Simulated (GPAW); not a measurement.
# Worked example: self-consistent single point of NaMnSe₂ (P3m1, 4 atoms in the cell) in GPAW

Method: PBEsol, LCAO dzp, GPAW PAW datasets PBEsol (made by gpaw-setup) run with GPAW.

Input as run:

```python
from ase import Atoms
from gpaw import GPAW

atoms = Atoms(['Na', 'Mn', 'Se', 'Se'],
              cell=[[4.025760, 0.000000, 0.000000],
                    [-2.012880, 3.486410, 0.000000],
                    [0.000000, 0.000000, 7.234140]],
              positions=[[0.000000, 0.000000, 5.591122],
                         [-0.000002, 2.324274, 2.418952],
                         [-0.000002, 2.324274, 0.123848],
                         [2.012882, 1.162136, 3.447212]],
              pbc=True)

atoms.set_initial_magnetic_moments([0.0, 4.0, 0.0, 0.0])

calc = GPAW(spinpol=True,
            mode='lcao',
            h=0.18,
            basis='dzp',
            xc='PBEsol',
            kpts=(7, 7, 3),
            occupations={'name': 'methfessel-paxton', 'width': 0.05, 'order': 0},
            convergence={'density': 1e-05},
            symmetry={'symmorphic': False, 'tolerance': 0.0005},
            maxiter=100)

atoms.calc = calc

energy = atoms.get_potential_energy()
print('Energy (eV):', round(energy, 6))
forces = atoms.get_forces()
print('Forces (eV/Ang):')
print(forces.round(5))
```

Output, abridged:

```
Input parameters:
  basis: dzp
  convergence: {density: 1e-05}
  h: 0.18
  kpts: [7 7 3]
  maxiter: 100
  mode: lcao
  occupations: {name: methfessel-paxton,
                order: 0,
                width: 0.05}
  spinpol: True
  symmetry: {symmorphic: False,
             tolerance: 0.0005}
  xc: PBEsol

species:
  Na:
    name: Sodium
    Z: 11.0
    valence: 7
    core: 4
    charge: 0.0
    file: Na.PBEsol.gz

    # LCAO basis set for Na:
    #   Name: dzp
    #   File: Na.dzp.basis.gz
    #   Number of radial functions: 7
    #   Number of spherical harmonics: 17
    #     l=0, rc=11.4062 Bohr: 3s-sz confined orbital
    #     l=1, rc=3.6719 Bohr: 2p-sz confined orbital
    #     l=1, rc=15.9375 Bohr: 3p-sz confined orbital
    #     l=0, rc=6.9531 Bohr: 3s-dz split-valence wave
    #     l=1, rc=2.4219 Bohr: 2p-dz split-valence wave
    #     l=1, rc=10.0469 Bohr: 3p-dz split-valence wave
    #     l=1, rc=11.4062 Bohr: p-type Gaussian polarization
    #   Number of RI-basis functions 0

  Mn:
    name: Manganese
    Z: 25.0
    valence: 15
    core: 10
    charge: 0.0
    file: Mn.PBEsol.gz

    # LCAO basis set for Mn:
    #   Name: dzp
    #   File: Mn.dzp.basis.gz
    #   Number of radial functions: 11
    #   Number of spherical harmonics: 29
    #     l=0, rc=2.9688 Bohr: 3s-sz confined orbital
    #     l=0, rc=9.0938 Bohr: 4s-sz confined orbital
    #     l=1, rc=3.3125 Bohr: 3p-sz confined orbital
    #     l=1, rc=12.5312 Bohr: 4p-sz confined orbital
    #     l=2, rc=5.3906 Bohr: 3d-sz confined orbital
    #     l=0, rc=2.0000 Bohr: 3s-dz split-valence wave
    #     l=0, rc=5.3906 Bohr: 4s-dz split-valence wave
    #     l=1, rc=2.2812 Bohr: 3p-dz split-valence wave
    #     l=1, rc=7.6719 Bohr: 4p-dz split-valence wave
    #     l=2, rc=3.2656 Bohr: 3d-dz split-valence wave
    #     l=1, rc=9.0938 Bohr: p-type Gaussian polarization
    #   Number of RI-basis functions 0

  Se:
    name: Selenium
    Z: 34.0
    valence: 6
    core: 28
    charge: 0.0
    file: Se.PBEsol.gz

    # LCAO basis set for Se:
    #   Name: dzp
    #   File: Se.dzp.basis.gz
    #   Number of radial functions: 5
    #   Number of spherical harmonics: 13
    #     l=0, rc=5.7344 Bohr: 4s-sz confined orbital
    #     l=1, rc=7.2656 Bohr: 4p-sz confined orbital
    #     l=0, rc=3.1875 Bohr: 4s-dz split-valence wave
    #     l=1, rc=4.2188 Bohr: 4p-dz split-valence wave
    #     l=2, rc=7.2656 Bohr: d-type Gaussian polarization
    #   Number of RI-basis functions 0

Reference energy: -168007.958410  # eV

Spin-polarized calculation.
Initial magnetic moment: 4.000000

Convergence criteria:
 Maximum [total energy] change in last 3 cyles: 0.0005 eV / valence electron
 Maximum integral of absolute [dens]ity change: 1e-05 electrons / valence electron
 Maximum integral of absolute [eigenst]ate change: 4e-08 eV^2 / valence electron
 Maximum number of scf [iter]ations: 100

Symmetries present (total): 6
Symmetries with fractional translations: 0
147 k-points: 7 x 7 x 3 Monkhorst-Pack grid
20 k-points in the irreducible part of the Brillouin zone
       k-points in crystal coordinates                weights
   0:     0.00000000    0.00000000    0.00000000          1/147
   1:     0.00000000    0.00000000    0.33333333          2/147
   2:     0.14285714    0.00000000   -0.33333333          6/147
   [... 7 lines left out ...]
          ...
  19:     0.42857143    0.42857143    0.33333333         12/147

Wave functions: LCAO
  Diagonalizer: Serial LAPACK
  Atomic Correction: dense with blas
  Data-type: complex

Occupation numbers: Methfessel-Paxton:
  width: 0.0500  # eV
  order: 0

Eigensolver
   LCAO using direct dense diagonalizer

Densities:
  Coarse grid: 20*20*40 grid
  Fine grid: 40*40*80 grid
  Total Charge: 0.000000

Density mixing:
  Method: difference
  Backend: pulay
  Linear mixing parameter: 0.05
  old densities: 5
  Damping of long wavelength oscillations: 50

Hamiltonian:
  XC and Coulomb potentials evaluated on a 40*40*80 grid
  Interpolation: tri-quintic (5. degree polynomial)
  Poisson solver: FastPoissonSolver using
    Stencil: 8*3+1=25 point O(h^6) finite-difference Laplacian
    FFT axes: [np.int64(0), np.int64(1), np.int64(2)]
    FST axes: []

XC parameters: PBEsol with 2 nearest neighbor stencil

Number of atoms: 4
Number of atomic orbitals: 72
Number of bands in calculation: 27
Number of valence electrons: 34
Bands to converge: occupied

Density initialized from atomic densities

       Na

             Se
         Mn

         Se

Atomic positions and initial magnetic moments

Positions:
   0 Na     0.000000    0.000000    5.591122    ( 0.0000,  0.0000,  0.0000)
   1 Mn    -0.000002    2.324274    2.418952    ( 0.0000,  0.0000,  4.0000)
   2 Se    -0.000002    2.324274    0.123848    ( 0.0000,  0.0000,  0.0000)
   3 Se     2.012882    1.162136    3.447212    ( 0.0000,  0.0000,  0.0000)

Unit cell:
           periodic     x           y           z      points  spacing
  1. axis:    yes    4.025760    0.000000    0.000000    20     0.1743
  2. axis:    yes   -2.012880    3.486410    0.000000    20     0.1743
  3. axis:    yes    0.000000    0.000000    7.234140    40     0.1809

  Lengths:   4.025760   4.025760   7.234140
  Angles:   90.000000  90.000000 120.000003

Effective grid spacing dv^(1/3) = 0.1851

     iter     time        total  log10-change:  magmom
                         energy   eigst   dens
iter:   1 --:--:--   -20.684345        c          +3.9275
iter:   2 --:--:--   -20.445367        c -1.44    +3.9782
iter:   3 --:--:--   -20.345476        c -1.54    +3.9941
iter:   4 --:--:--   -20.324976        c -1.59    +3.9975
iter:   5 --:--:--   -20.357399        c -1.71    +3.9982
iter:   6 --:--:--   -20.314980        c -1.88    +3.9991
iter:   7 --:--:--   -20.315619        c -2.65    +4.0000
iter:   8 --:--:--   -20.318100c       c -2.64    +4.0003
iter:   9 --:--:--   -20.317931c       c -2.91    +4.0001
iter:  10 --:--:--   -20.317861c       c -3.06    +4.0000
iter:  11 --:--:--   -20.317834c       c -3.13    +4.0000
iter:  12 --:--:--   -20.318128c       c -3.19    +4.0000
iter:  13 --:--:--   -20.317817c       c -2.95    +4.0000
   [... 12 lines left out ...]
iter:  26 --:--:--   -20.317758c       c -4.44    +4.0000
iter:  27 --:--:--   -20.317758c       c -4.50    +4.0000
iter:  28 --:--:--   -20.317757c       c -4.51    +4.0000
iter:  29 --:--:--   -20.317758c       c -4.60    +4.0000
iter:  30 --:--:--   -20.317758c       c -4.82    +4.0000
iter:  31 --:--:--   -20.317758c       c -5.15c   +4.0000

Converged after 31 iterations.

Dipole moment: (-1.671719, 1.030077, -10.478705) |e|*Ang

Total magnetic moment: (0.000000, 0.000000, 4.000003)
Local magnetic moments:
   0 Na ( 0.000000,  0.000000,  0.009117)
   1 Mn ( 0.000000,  0.000000,  3.825379)
   2 Se ( 0.000000,  0.000000, -0.151206)
   3 Se ( 0.000000,  0.000000, -0.010887)

Energy contributions relative to reference atoms: (reference = -168007.958410)

Kinetic:        +31.988402
Potential:      -30.074081
External:        +0.000000
XC:             -22.311731
Entropy (-ST):   -0.003710
Local:           +0.081508
SIC:             +0.000000
--------------------------
Free energy:    -20.319613
Extrapolated:   -20.317758

Spin contamination: 0.304573 electrons
Showing only first 2 kpts
                      Up                     Down
 Kpt  Band  Eigenvalues  Occupancy  Eigenvalues  Occupancy
  0    15      2.86177    0.92260      4.34489    0.00000
  0    16      2.86238    0.92010      4.34528    0.00000
  0    17      3.38867    0.00000      5.23272    0.00000
  0    18      3.73670    0.00000      5.45401    0.00000

  1    15      2.52790    1.00000      4.36291    0.00000
  1    16      2.91567    0.45954      4.36330    0.00000
  1    17      2.91627    0.45277      4.82095    0.00000
  1    18      3.68003    0.00000      5.62379    0.00000

Fermi level: 2.91208

No gap
No difference between direct/indirect transitions
Energy (eV): -20.317758

Forces in eV/Ang:
  0 Na    0.00000    0.00000   -0.01326
  1 Mn   -0.00000   -0.00000   -0.00008
  2 Se   -0.00000    0.00000    0.08546
  3 Se    0.00000    0.00000   -0.03515
```

The run converged in 31 iterations.

The starting cell comes from a database of computed structures (which also holds hypothetical and non-ambient phases and stackings), without a prior relaxation at this level. With one magnetic atom in the cell only a parallel order is possible. Values carry the incompleteness of an atom-centred basis.

Cost on one core of a shared machine: roughly 30 min.
